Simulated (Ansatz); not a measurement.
**What a tighter setting buys: kpoints.mp_grid.grid, LuSI (P-6m2, 3 atoms in the cell)**

```
LuSI
1.0
    4.52710     0.00000     0.00000
   -2.26355     3.92058     0.00000
    0.00000     0.00000     5.19648
Lu S I
1 1 1
Direct
  0.00000   0.00000   0.00000
  0.33333   0.66667   0.00000
  0.66667   0.33333   0.50000
```

Method of the run: HSE06, default PAW files made with PBE (plane waves; Ansatz, an electronic-structure program).

Base settings: basis.ecutwfc = 30.9 Ry; kpoints.mp_grid.grid = 5 5 4; hamiltonian.xc = hse06; hamiltonian.pseudopotentials = {kind: paw} (the program's default PAW files); scf.occupations.method = fixed.

Misses are taken against the tightest run, 7 7 5, which need not be fully converged itself. The energy is the free energy per atom.

Core times come from one kind of shared machine and are given to one figure; runs under 30 s give none.

The starting cell comes from a database of computed structures (which also holds hypothetical and non-ambient phases and stackings), without a prior relaxation at this level. Its lattice was rescaled by a random factor within 2.5 % of one.

```csv
kpoints.mp_grid.grid,energy less reference (meV/atom),core time / reference (rough)
3 3 3,3.80,0.2
4 4 3,0.75,0.2
5 5 4,0.09,0.5
6 6 5,0.01,1.0
7 7 5,0.00,1
```

Coarsest setting among those run that, with all tighter ones, holds the energy within 2 meV/atom of the reference: 4 4 3, off by 0.75 meV/atom; it needs about 0.2 of the reference's time.

The step from 3 3 3 to 6 6 5: it takes the miss in the energy from 3.8 to 0.01 meV/atom, for roughly 5 times the time.

Keys are those of Ansatz 0.2.
